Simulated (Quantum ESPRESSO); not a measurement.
Quantum ESPRESSO run on Cd (P6_3/mmc, 4 atoms in the cell): self-consistent single point.

Method: PBE, GBRV 1.5 ultrasoft (PBE) pseudopotentials (plane waves; Quantum ESPRESSO).

The change in words: lattice scaled by 0.98. Reference geometry:
```xyz
4
Lattice="3.1887 0.0000 0.0000 -1.5944 2.7615 0.0000 0.0000 0.0000 10.2597" Properties=species:S:1:pos:R:3 pbc="T T T"
Cd     0.0000     0.0000     0.0000
Cd     0.0000     0.0000     5.1298
Cd     0.0000     1.8410     2.5649
Cd     1.5944     0.9205     7.6948
```

Reference input (self-consistent single point, DFT, PBE, plane waves, GBRV 1.5 ultrasoft (PBE) pseudopotentials): ecutwfc = 40 Ry; ecutrho = 200 Ry; occupations = smearing; smearing = gaussian; degauss = 0.0073499 Ry; potentials = {Cd: cd_pbe_v1.uspp.F.UPF}; K_POINTS = automatic 8 8 3 0 0 0; conv_thr = 1e-10 Ry; mixing_beta = 0.7. This run's input differs from it in these lines:

```diff
@@ -11,4 +11,4 @@
   ibrav = 4,
-  celldm(1) = 6.02577652,
-  celldm(3) = 3.2175066243,
+  celldm(1) = 5.90526102,
+  celldm(3) = 3.2175067669,
   nat = 4,
```

Output, abridged:

```
     Self-consistent Calculation

     iteration #  1     ecut=    40.00 Ry     beta= 0.70

---- Real-time Memory Report at c_bands before calling an iterative solver
           128 MiB given to the printing process from OS
            45 MiB allocation reported by mallinfo(arena+hblkhd)
------------------

     negative rho (up, down):  8.766E-02 0.000E+00

     total energy              =    -458.63359530 Ry
     estimated scf accuracy    <       0.60683888 Ry

     iteration #  2     ecut=    40.00 Ry     beta= 0.70

---- Real-time Memory Report at c_bands before calling an iterative solver
   [... lines left out ...]
           164 MiB given to the printing process from OS
            59 MiB allocation reported by mallinfo(arena+hblkhd)
------------------

     negative rho (up, down):  9.281E-02 0.000E+00

     total energy              =    -458.89393280 Ry
     estimated scf accuracy    <          3.5E-10 Ry

     iteration # 12     ecut=    40.00 Ry     beta= 0.70

---- Real-time Memory Report at c_bands before calling an iterative solver
           164 MiB given to the printing process from OS
            59 MiB allocation reported by mallinfo(arena+hblkhd)
------------------

     negative rho (up, down):  9.281E-02 0.000E+00
     End of self-consistent calculation

     the Fermi energy is    12.0254 ev

!    total energy              =    -458.89393280 Ry
     estimated scf accuracy    <          2.4E-11 Ry
     smearing contrib. (-TS)   =      -0.00056547 Ry
     internal energy E=F+TS    =    -458.89336733 Ry

     convergence has been achieved in  12 iterations

     negative rho (up, down):  9.281E-02 0.000E+00

     Forces acting on atoms (cartesian axes, Ry/au):

     atom    1 type  1   force =    -0.00000000   -0.00000000    0.00000000
   [... zero for the other atoms too ...]

     Total force =     0.000000     Total SCF correction =     0.000000

     negative rho (up, down):  9.281E-02 0.000E+00
          total   stress  (Ry/bohr**3)                   (kbar)     P=       29.09
   0.00019009   0.00000000   0.00000000           27.96        0.00        0.00
   0.00000000   0.00019009   0.00000000            0.00       27.96        0.00
   0.00000000   0.00000000   0.00021305            0.00        0.00       31.34

   JOB DONE.
```

The run converged in 12 iterations. Against the reference run the free energy goes up by 13.6 meV/atom and the pressure goes from -0.35 to 2.91 GPa.

The starting cell was generated: these elements placed on a structure prototype, without a prior relaxation; it need not be a known phase or ordering of this composition. Its lattice was rescaled by a random factor within 2.5 % of one. For this run, on top of that: lattice scaled by 0.98.

Cost on one core of a shared machine: roughly 40 s.
